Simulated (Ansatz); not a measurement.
The reference is MgTe in the zinc blende structure (space group F-43m, No. 216; a = 6.509 Å). Axes: x, y, z lie along the cube axes.

Calculations: PBE (Ansatz, a quantum-chemistry and plane-wave program; PAW; 420 eV plane waves; no spin-orbit coupling).

Perturbation: every lattice vector is shortened by 0.50 %, atoms relaxed at fixed cell.

Q: Predict the stress tensor and what it implies for the stiffness.

A: Stress of the strained cell less that of the base (GPa, compression positive):
```
   0.53    0.00    0.00
   0.00    0.53    0.00
   0.00    0.00    0.53
```

Then B = −ΔP/(ΔV/V₀) with ΔV/V₀ = -0.0149 gives secant stiffness values (nonlinear terms included at this strain): B ≈ 35 GPa.

Whether these cells are dynamically stable was not tested.
